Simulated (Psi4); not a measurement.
Psi4 1.11, unrestricted TPSS/def2-svp: Ga(F)3 cation ([F][Ga]([F])[F]), charge +1, multiplicity 2, 4 atoms. The geometry is a generated start, not checked to be a minimum at this level.

* **task**: energy
* **method**: tpss
* **basis**: def2-svp
* **memory**: 3 GB
* **maxiter**: 100
* **keys of the molecule block**: symmetry c1
* **scf_type**: df (default)
* **guess**: auto, which took SAD (default)
* **scf_initial_accelerator**: adiis (default)
* **e_convergence**: 1e-06 (default)
* **d_convergence**: 1e-06 (default)
* **dft_radial_points**: 75 (default)
* **dft_spherical_points**: 302 (default)
* **basis functions**: 74
* **grid points**: 87450

```xyz
4

Ga     0.0062    -0.0065     0.0032
F     -1.4655    -0.9176     0.0265
F     -0.0232     1.5929    -0.6550
F      1.4825    -0.6688     0.6253
```

Charge 1 and multiplicity 2 are set for this test and not shown to be the ground state.

One run each on 2 threads. Values of diis_max_vecs tried: 3, 6, 10 (default), 20.

Task: Which value of diis_max_vecs needs the fewest SCF iterations, and what happens away from it?

Result: Fewest SCF iterations, within one of each other: 10 (default) with 22, 20 with 22. The count rises to 25 at 6. The run ends without SCF convergence in 100 iterations at 3.

```
diis_max_vecs  SCF iterations             end
-------------  --------------  --------------
3                         100  no convergence
6                          25   same solution
10 (default)               22   same solution
20                         22   same solution
```
